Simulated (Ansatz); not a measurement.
What isotropic strain +2.50 % does to K2Se

Start from K2Se in the anti-fluorite structure (space group Fm-3m, No. 225; a = 7.610 Å).

One thing is altered: an isotropic linear strain of +2.50 %; the atoms relax in the strained cell.

Calculations: PBEsol/PAW in Ansatz (a program for electronic structure), no SOC. Γ-centred 8×8×8 mesh, Fermi–Dirac width 0.05 eV.

```json
[
 {"quantity": "volume per atom", "base": "36.72 Å³", "changed": "39.54 Å³", "shift": "+2.82 Å³"},
 {"quantity": "space group", "base": "Fm-3m (No. 225)", "changed": "Fm-3m (No. 225)", "shift": "–"},
 {"quantity": "shortest interatomic distance", "base": "6.227 bohr", "changed": "6.382 bohr", "shift": "+0.1557 bohr"},
 {"quantity": "energy relative to the base (free energy F)", "base": "0 meV/atom", "changed": "+10 meV/atom", "shift": "+10 meV/atom"},
 {"quantity": "pressure", "base": "0.01 GPa", "changed": "-1.09 GPa", "shift": "-1.10 GPa"},
 {"quantity": "band gap", "base": "2.11 eV", "changed": "1.96 eV", "shift": "-0.15 eV"},
 {"quantity": "gap character", "base": "indirect, X → Γ", "changed": "indirect, X → Γ", "shift": "–"},
 {"quantity": "mean gap deformation potential ΔEg/Δln V", "base": "–", "changed": "-2.0 eV", "shift": "–"},
 {"quantity": "electron mass", "base": "0.31 mₑ (at Γ)", "changed": "0.32 mₑ (at Γ)", "shift": "–"},
 {"quantity": "valley order (the lowest conduction-band minima on the path, energy above the VBM, named in the base's zone)", "base": "Γ 2.11 eV; X along ⟨100⟩ 3.29 eV", "changed": "Γ 1.96 eV; X along ⟨100⟩ 3.28 eV", "shift": "–"}
]
```

Final structure:

```
K2Se
1.0
    0.00000     3.89996     3.89996
    3.89996     0.00000     3.89996
    3.89996     3.89996     0.00000
K Se
2 1
Direct
  0.25000   0.25000   0.25000
  0.75000   0.75000   0.75000
  0.00000   0.00000   0.00000
```

Masses are band curvatures over ±0.01 Å⁻¹ around the edge. Whether these cells are dynamically stable was not tested.
